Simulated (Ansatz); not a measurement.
**PbBrF in the PbFCl type structure (space group P4/nmm, No. 129; a model cell)**

```yaml
crystal:
  lattice:
    - [4.11746, 0.00000, 0.00000]
    - [0.00000, 4.11746, 0.00000]
    - [0.00000, 0.00000, 7.39665]
  atoms:
    - { symbol: Pb, position: [0.50000, 0.00000, 0.19719] }
    - { symbol: Pb, position: [0.00000, 0.50000, 0.80281] }
    - { symbol: Br, position: [0.50000, 0.00000, 0.64457] }
    - { symbol: Br, position: [0.00000, 0.50000, 0.35543] }
    - { symbol: F, position: [0.00000, 0.00000, 0.00000] }
    - { symbol: F, position: [0.50000, 0.50000, 0.00000] }
```

Computed with PBEsol-D3(BJ) (Ansatz, a first-principles code), no spin-orbit coupling. Γ-centred 8×8×5 mesh, Fermi–Dirac width 0.05 eV.

```json
{
  "volume_per_atom": "20.90 Å³",
  "density": "8.11 g/cm³",
  "band_gap": "2.49 eV, direct at Z",
  "electron_mass": "0.28 mₑ along k, 0.46 mₑ across",
  "hole_mass": "0.82 mₑ along k, 1.0 mₑ across",
  "total_energy": "-5098.233 eV/atom (σ→0; compares only within this code and set-up)"
}
```

Spin-orbit coupling, missing from the scalar runs, can matter with Pb. Masses are band curvatures over ±0.01 Å⁻¹ around the edge. Along k means along the line from Γ to the band edge. Whether these cells are dynamically stable was not tested.
